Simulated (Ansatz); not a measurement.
```yaml
crystal:
  lattice:
    - [-1.95927, 1.88900, 4.79434]
    - [1.95927, -1.88900, 4.79434]
    - [1.95927, 1.88900, -4.79434]
  atoms:
    - { symbol: Ti, position: [0.49636, 0.49636, 0.00000] }
    - { symbol: Ti, position: [0.25364, 0.75364, 0.50000] }
    - { symbol: O, position: [0.29350, 0.29350, 0.00000] }
    - { symbol: O, position: [0.04206, 0.54206, 0.50000] }
    - { symbol: O, position: [0.45650, 0.95650, 0.50000] }
    - { symbol: O, position: [0.70794, 0.70794, 0.00000] }
```

No spin polarisation.

Calculations: r2SCAN in Ansatz (plane waves to 500 eV, PAW, no SOC), earlier PAW set. Settings: 12×12×12 k-points, 0.05 eV Fermi–Dirac smearing.

**Question.** Predict the gap character.

**Answer.** Indirect, k = (0, 0, 0.417) in the run's primitive reciprocal basis → Γ.

**Question.** Predict the stress (xx, yy, zz, yz, xz, xy; compression positive).

**Answer.** (-11.20, -5.26, -4.64, 0.00, 0.00, 0.00) GPa.

The cells carry an imposed strain or load. Whether these cells are dynamically stable was not tested. All final runs are without spin polarisation. The cell was made from TiO$_{2}$ in the anatase structure (space group I4_1/amd, No. 141) by this change: uniaxial strain ε_xx = +3.72 %.

Ansatz is a first-principles code.
